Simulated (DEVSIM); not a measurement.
Structure: Au/SiO2/p-Ge capacitor, at 300 K.

Layer 1 from the left is SiO2, thickness (nm) 13.0. Layer 2 from the left is Ge, thickness (nm) 3400, Na (cm⁻³) 3e16.

Metal gate on the left, work function 5.1 eV. Fixed charge at the semiconductor interface 7e11 cm⁻² (in units of +e); no interface traps.

This is a model device: material constants are rounded textbook-type values typed into the input, and sizes, dopings and lifetimes were drawn at random. Values at 300 K.

SiO2: gap (eV) 9, affinity (eV) 0.9, permittivity 3.9. Ge: gap (eV) 0.664, affinity (eV) 4, permittivity 16, Nc (cm⁻³) 1.04e19, Nv (cm⁻³) 6e18.

### Question
Estimate by hand the flat-band voltage, the threshold voltage, and compare with a numerical solution.

### Answer

- Flat-band voltage: C = 0.266 μF/cm², work-function difference 0.573 V; VFB = φms − qNf/C = 0.15 V; numerical 0.15 V.
- Threshold voltage: φF = 0.188 V, depletion charge √(4εqNφF) = 7.15e-8 C/cm²; VT = VFB + 2φF + Qd/C = 0.80 V; numerical 0.80 V.

Model (solved in DEVSIM): 1D Poisson equation in equilibrium, Boltzmann statistics, complete ionisation; no quantum confinement or tunnelling. Metal contacts follow the ideal Schottky-Mott rule: no Fermi-level pinning, no interface dipoles.
